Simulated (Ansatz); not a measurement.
Base system: CdS in the zinc blende structure (space group F-43m, No. 216; a = 5.8248 Å).

Modification: the cell is scaled by 0.9927 in all directions, atoms relaxed at fixed cell.

Levels (all Ansatz, a program for electronic structure, PAW, earlier PAW set): PBEsol (420 eV, no SOC); HSE06+SOC (420 eV, spin-orbit coupling included).

The geometry is relaxed with PBEsol.

| Quantity | Result |
|---|---|
| PBEsol valence-band top at Γ | 0.00, 0.00, 0.00 eV |
| PBEsol lowest conduction level above the VBM at special points | Γ 1.05 eV; L 2.92 eV; X 3.35 eV |

With HSE06+SOC at the same geometry, the valence-band top at Γ (three highest Kramers pairs, from the VBM) goes from 0.00, 0.00, 0.00 eV to 0.00, 0.00, -0.06 eV; the lowest conduction level above the VBM at special points changes from Γ 1.05 eV; L 2.92 eV; X 3.35 eV to Γ 2.20 eV; L 4.13 eV; X 4.39 eV. The threefold valence maximum splits by Δso ≈ 0.06 eV.

Single points use the geometry relaxed with PBEsol. The spin-orbit shifts are approximate. The levels and masses belong to the bands next to the band gap. The cells carry an imposed strain or load. Stability against distortions was not tested.
